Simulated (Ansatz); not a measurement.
Response to strain in HfB2

Base system: HfB2 (space group P6/mmm, No. 191; a = 3.1278 Å, c = 3.4461 Å; relaxed with 0.1 eV smearing). Axes: x lies along a and z along c of the hexagonal cell.

Strains are applied to the cell and any free atomic positions relax.

Computed with PBEsol (Ansatz, an electronic-structure program; PAW; 420 eV plane waves; without spin-orbit coupling).

Notes on the quantities. pressure: mean of the normal stresses, compression positive; energy relative to the base: free energy F.

| case | pressure | shortest interatomic distance | energy relative to the base |
|---|---|---|---|
| base | 0.0 GPa | 180.6 pm | 0 meV/atom |
| uniaxial strain ε_xx = −3.00 % | 9.0 GPa | 176.5 pm | +18 meV/atom |
| uniaxial strain ε_xx = −2.50 % | 7.4 GPa | 177.2 pm | +12 meV/atom |
| uniaxial strain ε_xx = −1.50 % | 4.3 GPa | 178.5 pm | +4.4 meV/atom |
| uniaxial strain ε_xx = −0.50 % | 1.4 GPa | 179.9 pm | +0.5 meV/atom |
| uniaxial strain ε_xx = +0.50 % | -1.3 GPa | 180.6 pm | +0.5 meV/atom |
| uniaxial strain ε_xx = +1.50 % | -3.9 GPa | 180.5 pm | +4.1 meV/atom |
| uniaxial strain ε_xx = +2.00 % | -5.1 GPa | 180.4 pm | +7.3 meV/atom |
| uniaxial strain ε_xx = +2.50 % | ___ | 180.3 pm | ___ |
| uniaxial strain ε_xx = +3.00 % | -7.4 GPa | 180.3 pm | +16 meV/atom |

### Question
Complete the table.

### Answer

- uniaxial strain ε_xx = +2.50 %, pressure: -6.3 GPa
- uniaxial strain ε_xx = +2.50 %, energy relative to the base: +11 meV/atom

Stability against distortions was not tested. The final runs are not spin-polarised.
